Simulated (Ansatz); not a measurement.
The starting structures come from a database of crystals and need not be the phases stable at ambient conditions.

Evanescent states of Na3PS4 (P-42_1c, not sure to be the ambient phase, 16 atoms a cell, 21.2 Å³ an atom) along the normal of (001)

Calculation: r2SCAN (plane waves, PAW; Ansatz, a first-principles code).

No gap correction and no spin-orbit coupling; mid-gap values are interpolated between computed energies.

Energies count from the valence-band top; κ is the least over a 6×6 mesh across the current.

| E (eV) | κ (1/Å) | where |
|---|---|---|
| 0.07 | 0.120 | Γ |
| 0.21 | 0.204 | Γ |
| 0.35 | 0.260 | Γ |
| 0.49 | 0.302 | Γ |
| 0.63 | 0.306 | Γ |
| 0.77 | 0.310 | Γ |
| 0.91 | 0.312 | Γ |
| 1.05 | 0.313 | Γ |
| 1.19 | 0.314 | Γ |
| 1.33 | 0.313 | Γ |
| 1.47 | 0.312 | Γ |
| 1.61 | 0.310 | Γ |
| 1.75 | 0.306 | Γ |
| 1.89 | 0.302 | Γ |
| 2.03 | 0.297 | Γ |
| 2.17 | 0.275 | Γ |
| 2.31 | 0.238 | Γ |
| 2.45 | 0.193 | Γ |
| 2.59 | 0.128 | Γ |

How thick must the barrier be to attenuate the transmission by 10^4 when the electrodes' Fermi level lies at 0.21 eV, and what attenuation does that film give at 2.45 eV?

d = 4 ln 10 / (2 × 0.204) = 22.6 Å. At 2.45 eV it gives 4 × 0.193/0.204 = 3.8 decades.
